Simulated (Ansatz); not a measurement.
Cubic perovskite CsPbCl3 (cubic high-temperature phase) was calculated with PBE0 (plane waves, PAW; Ansatz, a program for electronic structure).

Run with plane-wave cutoff 520 eV, 4×4×4 k mesh, scalar-relativistic PAW data made under PBE.

Computed at the level's own relaxed cell.

### Question
Estimate the elastic constant C11, Voigt–Reuss–Hill bulk modulus, polycrystal shear modulus (Hill average), Poisson ratio, elastic constant C12 and elastic constant C44 that the calculation returns.

### Answer

* **elastic constant C11**: 53.1 GPa
* **Voigt–Reuss–Hill bulk modulus**: 23.3 GPa
* **polycrystal shear modulus (Hill average)**: 9.91 GPa
* **Poisson ratio**: 0.314
* **elastic constant C12**: 8.43 GPa
* **elastic constant C44**: 5.34 GPa

Note: the relaxation could not lower the start's symmetry, so the cell can be a saddle point above a distorted one.

Elastic constants are with the ions relaxed.

Spin–orbit coupling is not included; it can shift volumes and moduli of such heavy elements.

The computed numbers hold no vibrational or temperature effects.

The result took roughly 50 core-minutes.
